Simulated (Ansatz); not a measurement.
1T (CdI2-type) CaI2 was calculated with r²SCAN (plane waves, PAW; Ansatz, a quantum-chemistry and plane-wave program).

Rigid layers of the crystal as relaxed at this level are moved apart or together:

| run | k mesh | layer repeat (Å) | energy against free layers (meV/Å²) | gap on the mesh (eV) |
|---|---|---|---|---|
| 1 | 12×12×6 | 6.66 | 0.37 | 3.691 |
| 2 | 12×12×6 | 6.81 | -1.08 | 3.827 |
| 3 | 12×12×6 | 6.96 | -1.89 | 3.951 |
| 4 | 12×12×6 | 7.16 | -2.33 | 4.096 |
| 5 | 12×12×6 | 7.46 | -2.22 | 4.271 |
| 6 | 12×12×4 | 7.96 | -1.44 | 4.382 |
| 7 | 12×12×4 | 8.96 | -0.36 | 4.401 |
| 8 | 12×12×4 | 10.96 | -0.01 | 4.405 |

The lowest energy of these points lies at a layer repeat of 7.16 Å.

Spin–orbit coupling is not included.

Note: the cell comes from a level without a dispersion term, which matters for the spacing of layers, chains or molecules.
